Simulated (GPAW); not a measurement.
Band structure of Nb₆AlGe (Pm-3, 8 atoms in the cell).

```
CELL_PARAMETERS angstrom
      5.21768     0.00000     0.00000
      0.00000     5.21768     0.00000
      0.00000     0.00000     5.21768
ATOMIC_POSITIONS crystal
  Al 0.50000 0.50000 0.50000
  Nb 0.00000 0.50000 0.74995
  Nb 0.00000 0.50000 0.25005
  Nb 0.74995 0.00000 0.50000
  Nb 0.25005 0.00000 0.50000
  Nb 0.50000 0.74995 0.00000
  Nb 0.50000 0.25005 0.00000
  Ge 0.00000 0.00000 0.00000
```

Method of the run: LDA (Perdew-Wang 92), GPAW PAW datasets LDA (gpaw-data 1.0.1) (plane waves; GPAW).

Settings: mode = pw; ecut = 550 eV; xc = LDA; kpts = 5 5 5; mesh shift (steps) = 0 0 0; occupations.name = fermi-dirac; occupations.width = 0.1 eV; nbands = -12; convergence.density = 1e-05 e/electron; symmetry.symmorphic = false; symmetry.tolerance = 0.0005; maxiter = 150; bandpath_npoints = 40.

The starting cell comes from a database of computed structures (which also holds hypothetical and non-ambient phases and stackings), without a prior relaxation at this level. Its lattice was rescaled by a random factor within 2.5 % of one. Spin polarisation is off.

Levels in eV from the Fermi level, bands 39 to 46:
```csv
point,39,40,41,42,43,44,45,46
Γ,-1.26,-0.55,-0.55,-0.55,-0.03,-0.03,2.13,2.62
X,-0.97,-0.82,-0.81,-0.78,-0.35,-0.25,1.60,1.69
M,0.00,0.10,0.30,0.33,0.38,0.53,0.64,0.65
R,-0.07,-0.07,-0.06,-0.06,0.18,0.18,0.18,0.35
```

Bands cross the Fermi level along this path, so the cell is metallic at this level.
